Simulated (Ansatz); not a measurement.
Input and output of a self-consistent single point for Tc (P6_3/mmc, 4 atoms in the cell) (Ansatz, a program for electronic structure).

Level of theory: BLYP, default PAW files made with PBE (plane waves; Ansatz).

```yaml
crystal:
  lattice:
    - [2.72813, 0.00000, 0.00000]
    - [-1.36406, 2.36263, 0.00000]
    - [0.00000, 0.00000, 8.73372]
  atoms:
    - { symbol: Tc, position: [0.00000, 0.00000, 0.00000] }
    - { symbol: Tc, position: [0.00000, 0.00000, 0.50000] }
    - { symbol: Tc, position: [0.33333, 0.66667, 0.25000] }
    - { symbol: Tc, position: [0.66667, 0.33333, 0.75000] }
```

Reference input (self-consistent single point, DFT, PBE, plane waves, default PAW files): kpoints.mp_grid.grid = 11 11 3; hamiltonian.xc = pbe; hamiltonian.pseudopotentials = {kind: paw} (the program's default PAW files); scf.occupations.method = methfessel_paxton; scf.occupations.width = 0.1 eV. This run's input differs from it in these lines:

Ansatz 0.2 input:
```diff
@@ -13,3 +13,3 @@
 hamiltonian:
-  xc: pbe
+  xc: blyp
   pseudopotentials: { kind: paw }
```

Output (repeated stretches shortened):

```
SCF iter   1: F=—  HF=-21645.855662 eV  |F-HF|=—  |Δ(HF+E_count)|=         —  Δρ=4.52e-2  dr2=1.01e0  ethr=3.10e-3  ⟨swp⟩=4.6  Hψ=3921  notcnv=0
all-band conjugate gradients solve this SCF's bands
preconditioner: auto → Kerker (q_TF=auto, 2.757 Å⁻¹)
SCF iter   2: F=—  HF=-21645.581904 eV  |F-HF|=—  |Δ(HF+E_count)|=   2.74e-1  S|Δr|=    0.00e0  Δρ=2.22e-2  dr2=2.30e-1  ethr=1.68e-3  ⟨swp⟩=2.9  Hψ=2098  notcnv=0  defer=33
   [... lines left out ...]
SCF iter   6: F=—  HF=-21645.517747 eV  |F-HF|=—  |Δ(HF+E_count)|=   4.84e-7  S|Δr|=    0.00e0  Δρ=5.48e-5  dr2=1.48e-6  ethr=5.07e-8  ⟨swp⟩=2.4  Hψ=1489  notcnv=0  defer=33
SCF iter   7: F=-21645.517747 eV  HF=-21645.517747 eV  |F-HF|=1.78e-8  |Δ(HF+E_count)|=   1.18e-8  S|Δr|=    0.00e0  Δρ=7.74e-6  dr2=1.37e-8  ethr=1.67e-10  ⟨swp⟩=6.1  Hψ=5112  notcnv=0
the search or the solves at the SCF's close seem to have found levels that the self-consistency loop had missed (the run counts 1) …
SCF 1 converged in 7 iterations: F = -21645.517747 eV  dr2 = 1.37e-8
Stability not checked (fill_not_monotonic)
Free energy (F): -21645.517747 eV
Internal energy: -21645.514724 eV  (E = F + TS)
E sigma→0 (E₀):  -21645.516991 eV
Entropy (-TS):   -0.003023 eV (-0.756 meV/atom)
Fermi energy:    23.400932 eV
--- Forces (eV/Å), atoms counted from 1 ---
  atom   1  Tc    -0.00000000    -0.00000000     0.00000000
   [... zero for the other atoms too ...]
--- Stress (GPa, compression-positive) ---
       21.008694       0.000000      -0.000000
        0.000000      21.008694      -0.000000
       -0.000000      -0.000000      21.950942
  P = ⅓ Tr σ = 21.3228 GPa (213.228 kbar)
  The stress holds the Pulay correction. Without it, at fixed plane waves, as pw.x and ABINIT print it: P = 21.2982 GPa
```

The run converged in 7 iterations. Against the reference run the pressure goes from 8.42 to 21.32 GPa.

The starting cell comes from a database of computed structures (which also holds hypothetical and non-ambient phases and stackings), without a prior relaxation at this level. Its lattice was rescaled by a random factor within 2.5 % of one. Spin polarisation is off. With a pressure of about 21 GPa the cell is away from its equilibrium volume at this level. Ansatz's pressure includes its estimate of the finite-basis (Pulay) stress.
